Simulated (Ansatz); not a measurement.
Pressure series in IrO2

Take IrO$_{2}$ in the rutile structure (space group P4_2/mnm, No. 136; a = 4.472 Å, c = 3.154 Å) as the base.

Cell and atoms are relaxed at each pressure.

Level of theory: PBEsol (Ansatz, a program for electronic structure, PAW, no SOC).

Notes on the quantities. enthalpy: H = E + PV relative to the base's energy.

```
variant           shortest interatomic distance       enthalpy
----------------  -----------------------------  -------------
base                                    1.953 Å              –
pressure −2 GPa                         1.958 Å  -0.13 eV/atom
pressure −1 GPa                         1.955 Å  -0.07 eV/atom
pressure 0.3 GPa                        1.952 Å  +0.02 eV/atom
pressure 0.7 GPa                        1.951 Å  +0.05 eV/atom
pressure 1.5 GPa                        1.949 Å  +0.10 eV/atom
pressure 3 GPa                          1.945 Å  +0.20 eV/atom
pressure 5 GPa                       (withheld)  +0.33 eV/atom
pressure 7.5 GPa                     (withheld)  +0.49 eV/atom
pressure 10 GPa                         1.930 Å  +0.65 eV/atom
```

Q: Some entries are withheld; estimate them.

A: 
- pressure 5 GPa, shortest interatomic distance: 1.941 Å
- pressure 7.5 GPa, shortest interatomic distance: 1.935 Å

Load acts through the strain it causes; cell and atoms are relaxed under it. No phonon test of stability was made. No other phases were tried under pressure. No Hubbard U is applied, and correlation can decide whether such a compound is a metal. The final runs are not spin-polarised.
